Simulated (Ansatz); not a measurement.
The parent structure is ZnO (space group P4_2/mnm, No. 136; a = 5.516 Å, c = 3.240 Å; a cell from a computed database, its experimental status unchecked).

All numbers come from Ansatz (a first-principles code), PBEsol, PAW, cutoff 420 eV, no spin-orbit coupling.

For the base:

The gap between the host's bands is 0.70 eV.

Modification: electron doping at 2.0×10^21 cm⁻³ (0.197 per cell), with a uniform compensating background at fixed cell and a 300 K Fermi–Dirac width.

### Question
What happens to the gap between the host's bands?

### Answer
The gap between the host's bands shrinks by 0.05 eV to 0.65 eV.

### Question
How does this affect the Fermi level from band edge?

### Answer
The Fermi level relative to the doped band's edge (positive inside the band; to 0.05 eV) amounts to +1.60 eV.

Carriers are added with a uniform compensating background; total energy and stress of such cells depend on the potential's zero and are not compared; many-body gap narrowing is missing at this level. Stability against distortions was not tested. This is not the structure that ZnO has at room temperature and ambient pressure.
